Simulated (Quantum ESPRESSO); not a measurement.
**Parameter sweep on ZrC (Fm-3m, 2 atoms in the cell)**

```xyz
2
Lattice="0.0000 2.3331 2.3331 2.3331 0.0000 2.3331 2.3331 2.3331 0.0000" Properties=species:S:1:pos:R:3 pbc="T T T"
Zr     0.0000     0.0000     0.0000
C      2.3331     2.3331     2.3331
```

Base run A: PBE, SSSP 1.1.2 efficiency (PBE) pseudopotentials (Quantum ESPRESSO 7.5), self-consistent single point.

Its settings: ecutwfc = 45 Ry; ecutrho = 360 Ry; occupations = smearing; smearing = methfessel-paxton; degauss = 0.0147 Ry; potentials = {Zr: Zr_pbe_v1.uspp.F.UPF, C: C.pbe-n-kjpaw_psl.1.0.0.UPF}; K_POINTS = automatic 10 10 10 0 0 0; conv_thr = 1e-10 Ry; mixing_beta = 0.7.

The starting cell comes from a database of computed structures (which also holds hypothetical and non-ambient phases and stackings), without a prior relaxation at this level. Its lattice was rescaled by a random factor within 2.5 % of one. In the base run, with a pressure of about 6 GPa the cell is away from its equilibrium volume at this level.

ΔF is the free energy per atom less that of run A. 

Run A gave: pressure (GPa) 6.25; iterations 12.

Runs:
- B: diagonalization: default → cg
- C: diagonalization: default → paro
- D: diagonalization: default → rmm-davidson
- E: diagonalization: default → rmm-paro
- F: diago_david_ndim: default → 3
- G: diago_david_ndim: default → 4
- H: diago_full_acc: default → true

Problem. Which runs reach the base run's state, and which is quickest in iterations?

Solution. Runs B, C, D, E, F, G, H gave the same state as A (within 1 meV/atom). The fewest iterations to that state were 9 (C); the most were 17.

```csv
run,ΔF (meV/atom),pressure (GPa),iterations
A,0.00,6.25,12
B,0.00,6.25,13
C,0.00,6.25,9
D,0.00,6.25,17
E,0.00,6.25,14
F,0.00,6.25,10
G,0.00,6.25,10
H,0.00,6.25,15
```
